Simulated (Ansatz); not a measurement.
Al on the 1x1 (110) surface of bcc W, one in a 2x1 cell, energies for each (14.3 Å²). Energies are against an atom of fcc Al, without zero-point or thermal terms; each row is named by its start.

The numbers are results of PBE (plane waves to 420 eV, PAW; Ansatz, a quantum-chemistry and plane-wave program), not measurements.

Slab: 9 atoms, 6.6 Å thick at the start under the adsorbate (thin: gaps and levels are the slab's own); k 6x12x1, smearing 0.1 eV, dipole-corrected; 4 atoms held, the rest relaxed; each run with such symmetry as its start has; no spin, no spin-orbit, no U, no dispersion correction.

A negative adsorption energy means that the adsorbate is more stable on the surface than in its reference. Starts that drift may end in the same place. Heights count from the host atoms within 0.3 Å of the top one.

```json
[
 {"starting site": "top W", "E_ads (eV)": "0.21", "height (Å)": "2.59", "nearest host atom (Å)": "W 2.61", "bonded to": "W", "Δ work function (eV)": "(withheld)", "lateral drift (Å)": "0.0"},
 {"starting site": "hollow W-W-W", "E_ads (eV)": "-0.79", "height (Å)": "2.06", "nearest host atom (Å)": "W 2.65", "bonded to": "4 W", "Δ work function (eV)": "-0.50", "lateral drift (Å)": "0.6"},
 {"starting site": "bridge W-W (span 2.8 Å)", "E_ads (eV)": "-0.51", "height (Å)": "2.28", "nearest host atom (Å)": "W 2.67", "bonded to": "2 W", "Δ work function (eV)": "-0.58", "lateral drift (Å)": "0.0"},
 {"starting site": "bridge W-W (span 3.2 Å)", "E_ads (eV)": "-0.79", "height (Å)": "2.06", "nearest host atom (Å)": "W 2.65", "bonded to": "4 W", "Δ work function (eV)": "-0.49", "lateral drift (Å)": "0.0"}
]
```

Problem. What belongs in the gaps?

Solution. 
- top W, Δ work function (eV): -0.46
